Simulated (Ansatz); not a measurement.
A self-consistent single point of a (111) slab of NaAu2 (cut from a parent of space group no. 227; 12 atoms in the cell) with Ansatz (a quantum-chemistry and plane-wave program).

Level of theory: PBEsol, default PAW files made with PBE (plane waves; Ansatz).

```yaml
crystal:
  lattice:
    - [5.56193, 0.00000, 0.00000]
    - [2.78097, 4.81677, 0.00000]
    - [0.00000, 0.00000, 21.37960]
  atoms:
    - { symbol: Au, position: [0.68045, 0.18045, 0.32742] }
    - { symbol: Au, position: [0.34712, 0.34712, 0.43362] }
    - { symbol: Au, position: [0.18045, 0.18045, 0.32742] }
    - { symbol: Au, position: [0.18045, 0.68045, 0.32742] }
    - { symbol: Au, position: [0.01379, 0.51379, 0.53983] }
    - { symbol: Au, position: [0.68045, 0.68045, 0.64603] }
    - { symbol: Au, position: [0.51379, 0.51379, 0.53983] }
    - { symbol: Au, position: [0.51379, 0.01379, 0.53983] }
    - { symbol: Na, position: [0.68045, 0.68045, 0.40707] }
    - { symbol: Na, position: [0.01379, 0.01379, 0.46017] }
    - { symbol: Na, position: [0.01379, 0.01379, 0.61948] }
    - { symbol: Na, position: [0.34712, 0.34712, 0.67258] }
```

Reference input (self-consistent single point, DFT, PBEsol, plane waves, default PAW files made with PBE): basis.ecutwfc = 30.9 Ry; kpoints.mp_grid.grid = 4 4 1; hamiltonian.xc = pbesol; hamiltonian.pseudopotentials = {kind: paw} (the program's default PAW files); scf.occupations.method = fermi_dirac; scf.occupations.width = 0.0073 Ry. This run's input differs from it in these lines:

Ansatz 0.2 input:
```diff
@@ -20,3 +20,3 @@
 basis:
-  ecutwfc: 30.9 Ry
+  ecutwfc: 21.7 Ry
 kpoints:
```

Output (repeated stretches shortened):

```
SCF iter   1: F=—  HF=-109960.103899 eV  |F-HF|=—  |Δ(HF+E_count)|=         —  Δρ=6.16e-3  dr2=2.04e0  ethr=1.77e-3  ⟨swp⟩=7.5  Hψ=1845  notcnv=0  defer=16
all-band conjugate gradients solve this SCF's bands
preconditioner: auto → LDOS
SCF iter   2: F=—  HF=-109959.978755 eV  |F-HF|=—  |Δ(HF+E_count)|=   1.25e-1  Δρ=5.58e-3  dr2=2.64e-1  ethr=1.08e-3  ⟨swp⟩=3.2  Hψ=771  notcnv=0  defer=23
   [... lines left out ...]
SCF iter   7: F=—  HF=-109959.915991 eV  |F-HF|=—  |Δ(HF+E_count)|=   3.12e-4  Δρ=3.50e-5  dr2=1.61e-5  ethr=4.86e-8  ⟨swp⟩=2.0  Hψ=687  notcnv=0  defer=23
SCF iter   8: F=—  HF=-109959.915996 eV  |F-HF|=—  |Δ(HF+E_count)|=   4.56e-6  Δρ=1.32e-5  dr2=2.82e-6  ethr=8.54e-9  ⟨swp⟩=2.0  Hψ=606  notcnv=0  defer=23
SCF iter   9: F=—  HF=-109959.915998 eV  |F-HF|=—  |Δ(HF+E_count)|=   1.71e-6  Δρ=5.02e-6  dr2=4.65e-7  ethr=1.50e-9  ⟨swp⟩=2.0  Hψ=614  notcnv=0  defer=23
SCF iter  10: F=-109959.915998 eV  HF=-109959.915998 eV  |F-HF|=1.23e-7  |Δ(HF+E_count)|=   6.84e-9  Δρ=2.13e-6  dr2=4.09e-8  ethr=5.32e-11  ⟨swp⟩=16.0  Hψ=2121  notcnv=0
SCF 1 converged in 10 iterations: F = -109959.915998 eV  dr2 = 4.09e-8
Free energy (F): -109959.915998 eV
Internal energy: -109959.821506 eV  (E = F + TS)
E sigma→0 (E₀):  -109959.868752 eV
Entropy (-TS):   -0.094491 eV (-7.874 meV/atom)
Fermi energy:    2.967087 eV
--- Forces (eV/Å), atoms counted from 1 ---
  atom   1  Au     0.36594815    -0.21128029     0.29286902
  atom   2  Au    -0.00000000     0.00000000    -0.29122013
  atom   3  Au    -0.36594817    -0.21128025     0.29286902
  atom   4  Au     0.00000002     0.42256054     0.29286902
  atom   5  Au     0.07867794    -0.04542474     0.00940496
  atom   6  Au    -0.00000000    -0.00000000     0.04087180
  atom   7  Au    -0.07867795    -0.04542473     0.00940496
  atom   8  Au     0.00000000     0.09084947     0.00940496
   [... lines left out ...]
  atom  12  Na    -0.00000000    -0.00000000     0.00957022
--- Stress (GPa, compression-positive) ---
       -1.880795      -0.000000      -0.000000
        0.000000      -1.880795      -0.000000
        0.000000      -0.000000      -0.531872
  P = ⅓ Tr σ = -1.4312 GPa (-14.312 kbar)
  The stress holds the Pulay correction. Without it, at fixed plane waves, as pw.x and ABINIT print it: P = -5.4786 GPa
```

The run converged in 10 iterations. Against the reference run the free energy rises by 116 meV/atom and the largest force moves little (0.521 to 0.514 eV/Å).

The starting cell comes from a database of computed structures (which also holds hypothetical and non-ambient phases and stackings), without a prior relaxation at this level. The slab is cut from that crystal, and its faces are unrelaxed. Its lattice was rescaled by up to half a per cent. Spin-orbit coupling is off. The two faces of this cut differ, and no dipole correction was used. The cutoff lies below the one recommended for these files.
